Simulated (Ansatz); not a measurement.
Effect of uniaxial strain ε_yy = +3.65 % on Pd

Start from Pd in the fcc (Cu type) structure (space group Fm-3m, No. 225; a = 3.878 Å; relaxed with 0.1 eV smearing). Axes: x, y, z lie along the cube axes.

Now apply this change: uniaxial strain ε_yy = +3.65 %, all other strain components held at zero, atoms relaxed at fixed cell.

The values are results of plane-wave PAW DFT at the PBEsol level (Ansatz, an electronic-structure program, 420 eV), without spin-orbit coupling, not measurements. Γ-centred 29×29×29 mesh, Fermi–Dirac width 0.1 eV.

```csv
quantity,base,changed,shift
space group,Fm-3m (No. 225),I4/mmm (No. 139),–
shortest interatomic distance,274.2 pm,274.2 pm,0.0 pm
energy relative to the base (free energy F),0 meV/atom,+14 meV/atom,+14 meV/atom
"pressure (mean of the normal stresses, compression positive)",0.0 GPa,-6.5 GPa,-6.5 GPa
band gap,zero,zero,–
"stress (xx, yy, zz, yz, xz, xy; compression positive)",–,"(-5.7, -8.0, -5.7, 0.0, 0.0, 0.0) GPa",–
```

Stability against distortions was not tested. The final runs are not spin-polarised. Pd lies near a magnetic instability that expansion can trigger; it was not tested.
